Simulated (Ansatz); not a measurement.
## What pressure 15 GPa does to Pd

Start from Pd in the fcc (Cu type) structure (space group Fm-3m, No. 225; a = 3.9084 Å).

Perturbation: cell and atoms relaxed at a pressure of 15 GPa.

Level of theory: DFT with r2SCAN, PAW potentials and a 500 eV plane-wave cutoff in Ansatz (an electronic-structure program), without spin-orbit coupling. Γ-centred 20×20×20 mesh, Fermi–Dirac width 0.05 eV.

```json
[
 {"quantity": "volume per atom", "base": "14.93 Å³", "changed": "13.95 Å³", "shift": "-0.98 Å³"},
 {"quantity": "density", "base": "11.84 g/cm³", "changed": "12.67 g/cm³", "shift": "+0.83 g/cm³"},
 {"quantity": "lattice parameter a", "base": "3.908 Å", "changed": "3.821 Å", "shift": "-0.087 Å"},
 {"quantity": "shortest interatomic distance", "base": "2.764 Å", "changed": "2.702 Å", "shift": "-0.062 Å"},
 {"quantity": "enthalpy H = E + PV relative to the base's energy", "base": "–", "changed": "+1.35 eV/atom", "shift": "–"},
 {"quantity": "band gap", "base": "zero", "changed": "zero", "shift": "–"}
]
```

Load acts through the strain it causes; cell and atoms are relaxed under it. Whether these cells are dynamically stable was not tested. Competing high-pressure phases were not computed. The final runs are not spin-polarised. Pd has a high density of states at the Fermi level and may be magnetic at this level.
